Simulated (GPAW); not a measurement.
## Worked example: self-consistent single point of a (111) slab of Ca (cut from a parent of space group no. 225; 3 atoms in the cell) in GPAW

Computed with PBEsol, GPAW PAW datasets PBEsol (made by gpaw-setup) (plane waves; GPAW).

The input file:

```python
from ase import Atoms
from ase.units import GPa
from gpaw import GPAW

atoms = Atoms(['Ca', 'Ca', 'Ca'],
              cell=[[3.957493, 0.000000, 0.000000],
                    [1.978746, 3.427289, 0.000000],
                    [0.000000, 0.000000, 20.462580]],
              scaled_positions=[[0.000000, 0.000000, 0.342088],
                                [0.333333, 0.333333, 0.500000],
                                [0.666667, 0.666667, 0.657912]],
              pbc=True)

calc = GPAW(mode={'name': 'pw', 'ecut': 550},
            xc='PBEsol',
            kpts=(5, 5, 1),
            occupations={'name': 'methfessel-paxton', 'width': 0.1, 'order': 0},
            nbands=-9,
            symmetry={'symmorphic': False, 'tolerance': 0.0005},
            maxiter=100,
            txt='-')

atoms.calc = calc

energy = atoms.get_potential_energy()
print('Energy (eV):', round(energy, 6))
forces = atoms.get_forces()
print('Forces (eV/Ang):')
print(forces.round(5))
stress = atoms.get_stress()
print('Stress (GPa, Voigt):', (stress / GPa).round(4))
```

The program printed (abridged):

```
Input parameters:
  kpts: [5 5 1]
  maxiter: 100
  mode: {ecut: 550,
         name: pw}
  nbands: -9
  occupations: {name: methfessel-paxton,
                order: 0,
                width: 0.1}
  symmetry: {symmorphic: False,
             tolerance: 0.0005}
  xc: PBEsol

species:
  Ca:
    name: Calcium
    Z: 20.0
    valence: 10
    core: 10
    charge: 0.0
    file: Ca.PBEsol.gz

    # Using partial waves for Ca as LCAO basis

Reference energy: -55462.657738  # eV

Spin-paired calculation

Convergence criteria:
 Maximum [total energy] change in last 3 cyles: 0.0005 eV / valence electron
 Maximum integral of absolute [dens]ity change: 0.0001 electrons / valence electron
 Maximum integral of absolute [eigenst]ate change: 4e-08 eV^2 / valence electron
 Maximum number of scf [iter]ations: 100

Symmetries present (total): 12
Symmetries with fractional translations: 6
25 k-points: 5 x 5 x 1 Monkhorst-Pack grid
5 k-points in the irreducible part of the Brillouin zone
       k-points in crystal coordinates                weights
   0:     0.00000000    0.00000000    0.00000000          1/25
   1:     0.20000000    0.20000000    0.00000000          6/25
   2:     0.40000000   -0.20000000    0.00000000          6/25
   3:     0.40000000    0.20000000    0.00000000          6/25
   4:     0.40000000    0.40000000    0.00000000          6/25

Wave functions: Plane wave expansion
  Cutoff energy: 550.000 eV
  Number of coefficients (min, max): 8077, 8183
  Pulay-stress correction: 0.000000 eV/Ang^3 (de/decut=0.000000)

Occupation numbers: Methfessel-Paxton:
  width: 0.1000  # eV
  order: 0

Eigensolver

Densities:
  Coarse grid: 24*24*112 grid
  Fine grid: 48*48*224 grid
  Total Charge: 0.000000

Density mixing:
  Method: separate
  Backend: pulay
  Linear mixing parameter: 0.05
  old densities: 5
  Damping of long wavelength oscillations: 50

Hamiltonian:
  XC and Coulomb potentials evaluated on a 48*48*224 grid
  External potential:
    NoExternalPotential

XC parameters: PBEsol with 2 nearest neighbor stencil

Number of atoms: 3
Number of atomic orbitals: 15
Number of bands in calculation: 24
Number of valence electrons: 30
Bands to converge: occupied

Density initialized from atomic densities
  15 bands from LCAO basis set
  9 bands from random numbers

Atomic positions and initial magnetic moments

Positions:
   0 Ca     0.000000    0.000000    7.000003    ( 0.0000,  0.0000,  0.0000)
   1 Ca     1.978744    1.142429   10.231290    ( 0.0000,  0.0000,  0.0000)
   2 Ca     3.957495    2.284860   13.462577    ( 0.0000,  0.0000,  0.0000)

Unit cell:
           periodic     x           y           z      points  spacing
  1. axis:    yes    3.957493    0.000000    0.000000    24     0.1428
  2. axis:    yes    1.978746    3.427289    0.000000    24     0.1428
  3. axis:    yes    0.000000    0.000000   20.462580   112     0.1827

  Lengths:   3.957493   3.957492  20.462580
  Angles:   90.000000  90.000000  60.000003

Effective grid spacing dv^(1/3) = 0.1626

     iter     time        total  log10-change:
                         energy   eigst   dens
iter:   1 --:--:--    -5.225584
iter:   2 --:--:--    -5.735811   -0.57  -1.42
iter:   3 --:--:--    -5.786848   -1.08  -1.44
iter:   4 --:--:--    -5.788434   -1.57  -1.52
iter:   5 --:--:--    -5.820340   -1.90  -1.60
iter:   6 --:--:--    -5.800338   -2.42  -1.77
iter:   7 --:--:--    -5.809713   -2.79  -2.05
iter:   8 --:--:--    -5.802146c  -3.25  -2.12
iter:   9 --:--:--    -5.802158c  -3.78  -2.54
iter:  10 --:--:--    -5.801443c  -4.19  -2.61
iter:  11 --:--:--    -5.800153c  -4.23  -2.71
iter:  12 --:--:--    -5.799914c  -4.42  -2.93
iter:  13 --:--:--    -5.799937c  -5.18  -3.24
iter:  14 --:--:--    -5.800033c  -5.18  -3.27
iter:  15 --:--:--    -5.800006c  -5.99  -3.69
iter:  16 --:--:--    -5.799994c  -6.28  -3.97
iter:  17 --:--:--    -5.799998c  -6.58  -4.03c
iter:  18 --:--:--    -5.799987c  -6.81  -4.10c
iter:  19 --:--:--    -5.799989c  -7.30  -4.35c
iter:  20 --:--:--    -5.799987c  -7.54c -4.42c

Converged after 20 iterations.

Dipole moment: (0.004119, 0.002378, 0.000000) |e|*Ang

Energy contributions relative to reference atoms: (reference = -55462.657738)

Kinetic:         -3.242471
Potential:       +8.876191
External:        +0.000000
XC:              -9.951072
Entropy (-ST):   -0.015658
Local:           -1.474807
SIC:             +0.000000
--------------------------
Free energy:     -5.807816
Extrapolated:    -5.799987

Showing only first 2 kpts
 Kpt  Band  Eigenvalues  Occupancy
  0    13     -2.93502    2.00000
  0    14     -1.76466    2.00000
  0    15     -0.03928    1.47840
  0    16      0.57669    0.00000

  1    13     -2.37932    2.00000
  1    14     -1.22284    2.00000
  1    15      0.12981    0.08004
  1    16      0.80273    0.00000

Fermi level: 0.00604

No gap
No difference between direct/indirect transitions
Energy (eV): -5.799987

Forces in eV/Ang:
  0 Ca   -0.00000    0.00000    0.20240
  1 Ca    0.00000   -0.00000    0.00000
  2 Ca   -0.00000    0.00000   -0.20240

Stress tensor:
     0.003599     0.000000     0.000000
     0.000000     0.003599     0.000000
     0.000000     0.000000     0.004825
Stress (GPa, Voigt): [0.5766 0.5766 0.7731 0.     0.     0.    ]
```

The run converged in 20 iterations. GPAW prints stress with tension positive.

The starting cell has typed, rounded lattice constants, without a prior relaxation at this level. The slab is cut from that crystal, and its faces are unrelaxed. Its lattice was rescaled by up to half a per cent.
